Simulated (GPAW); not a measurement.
GPAW 25.7.0, DFT, PBE, plane waves, PAW datasets of gpaw-data 1.0.1: HfO2 (from the phase in space group 225, mp-550893), 3 atoms. Basis and mesh were picked for this test and aren't claimed converged.

* **cell**: 3.56, 3.56, 3.56 Å; 60, 60, 60°
* **task**: scf
* **mode.name**: pw
* **mode.ecut**: 500 eV
* **xc**: PBE
* **k mesh**: 6×6×6
* **kpts.gamma**: true
* **occupations.name**: fermi-dirac
* **occupations.width**: 0.001 eV
* **convergence.density (electrons an electron)**: 1e-05
* **maxiter**: 150
* **parallel.kpt**: 2
* **parallel.band**: 1
* **parallel.domain**: 1
* **parallel.sl_auto**: false
* **parallel.augment_grids**: true
* **mixer.backend**: pulay (default)
* **mixer.method**: separate (default)
* **mixer.beta**: 0.05 (default)
* **mixer.nmaxold**: 5 (default)
* **mixer.weight**: 50 (default)
* **convergence.eigenstates (eV² an electron)**: 4e-08 (default)
* **convergence.energy (eV an electron)**: 0.0005 (default)
* **k-points after symmetry (base settings)**: 16
* **bands (base settings)**: 19
* **electrons (base settings)**: 24
* **plane waves (base settings)**: 869
* **coarse grid (base settings)**: 20*20*20
* **symmetry operations (base settings)**: 48

One run each.

All on 2 ranks. Base settings, kept where nothing else is said: eigensolver.name = dav (default), eigensolver.niter = 2 (default) (basis, eigensolver.blocksize not set). The settings tried:
- eigensolver.niter = 1
- eigensolver.name = rmm-diis, eigensolver.niter = 3 (default), eigensolver.blocksize = 1
- eigensolver.name = rmm-diis, eigensolver.niter = 5
- eigensolver.name = rmm-diis, eigensolver.niter = 1
- eigensolver.name = cg, eigensolver.niter = 4
- eigensolver.niter = 4
- basis = sz(dzp)
- the base settings
- eigensolver.niter = 3
- eigensolver.name = cg
- eigensolver.name = rmm-diis, eigensolver.niter = 3 (default)

Q: Predict which of these converge in the fewest SCF iterations.

A: Fewest SCF iterations, with those close behind: eigensolver.niter = 4 (15); basis = sz(dzp) (16). Most among those that reach the base run's result: eigensolver.name = rmm-diis, eigensolver.niter = 5 (38). All converged.

| setting | SCF iterations | end |
|---|---|---|
| eigensolver.niter = 4 | 15 | converged |
| basis = sz(dzp) | 16 | converged |
| the base settings | 19 | converged |
| eigensolver.niter = 3 | 19 | converged |
| eigensolver.name = cg | 20 | converged |
| eigensolver.name = rmm-diis, eigensolver.niter = 1 | 21 | converged |
| eigensolver.niter = 1 | 22 | converged |
| eigensolver.name = cg, eigensolver.niter = 4 | 22 | converged |
| eigensolver.name = rmm-diis, eigensolver.niter = 3 (default), eigensolver.blocksize = 1 | 29 | converged |
| eigensolver.name = rmm-diis, eigensolver.niter = 3 (default) | 33 | converged |
| eigensolver.name = rmm-diis, eigensolver.niter = 5 | 38 | converged |

An iteration's cost differs between solvers, so these counts don't give the time.
